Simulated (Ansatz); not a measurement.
Take CdTe in the zinc blende structure (space group F-43m, No. 216; a = 6.4892 Å) as the base.

Now apply this change: cell and atoms relaxed at a pressure of 5 GPa.

Levels (all Ansatz, a program for electronic structure, PAW): PBEsol (420 eV, scalar-relativistic without spin-orbit coupling); PBEsol+SOC (420 eV, spin-orbit coupling included).

The geometry is relaxed with PBEsol.

* **PBEsol band gap**: 0.94 eV
* **PBEsol electron mass**: 0.071 mₑ (at Γ)

Problem. What does PBEsol+SOC give at this geometry for the band gap, electron mass and hole mass?

Solution. The band gap drops by 0.28 eV to 0.66 eV; the electron mass changes from 0.071 mₑ (at Γ) to 0.061 mₑ (at Γ); the hole mass (degenerate bands, along [100]) is 0.070, 0.39 mₑ (at Γ). The threefold valence maximum splits by Δso ≈ 0.89 eV.

Single points use the geometry relaxed with PBEsol. Differences between runs with and without spin-orbit coupling are approximate. With Te present, leaving out spin-orbit coupling can change the band edges. Load acts through the strain it causes; cell and atoms are relaxed under it. Masses are band curvatures over ±0.01 Å⁻¹ around the edge. Stability against distortions was not tested. Measured, CdTe leaves this structure (for cinnabar) near 3.53 GPa (temperature not stated; as listed in Datta, Sujoy, Jana, Debnarayan, arXiv (2020)), on rising pressure, with hysteresis.
